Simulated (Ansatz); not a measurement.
Take GaSe in the beta-GaS type structure (space group P6_3/mmc, No. 194; a = 3.7694 Å, c = 15.9642 Å; layered, stacked along the Cartesian z axis) as the base.

Computed with DFT with PBE-D3(BJ), PAW potentials and a 420 eV plane-wave cutoff in Ansatz (a first-principles code), without spin-orbit coupling, earlier PAW set.

Base values:

| Item | Value |
|---|---|
| c/a ratio | 4.235 |
| Electron mass | 0.095 mₑ along c, 0.12 mₑ across (at Γ) |
| Gap character | direct at Γ |
| Volume per atom | 24.55 Å³ |
| Smallest direct gap | 0.87 eV |

One thing is altered: full substitution Ga → B, then cell and atoms are relaxed.

Tabulated Pauling electronegativity and covalent radius: Ga 1.81, 1.22 Å; B 2.04, 0.84 Å.

**Question.** Estimate the effect on the c/a ratio, electron mass, gap character, volume per atom and smallest direct gap.

**Answer.** The c/a ratio increases by 0.130 (4.235 → 4.365); the electron mass goes from 0.095 mₑ along c, 0.12 mₑ across (at Γ) to 0.52 mₑ along c, 0.43 mₑ across (at K); the gap character changes from direct at Γ to indirect, Γ → K; the volume per atom falls by 8.638 Å³ to 15.92 Å³; the smallest direct gap increases by 1.787 eV, from 0.87 eV to 2.65 eV.

Masses are band curvatures over ±0.01 Å⁻¹ around the edge. Stability against distortions was not tested. As relaxed here, BSe is a hypothetical phase, not in the database extracts checked.
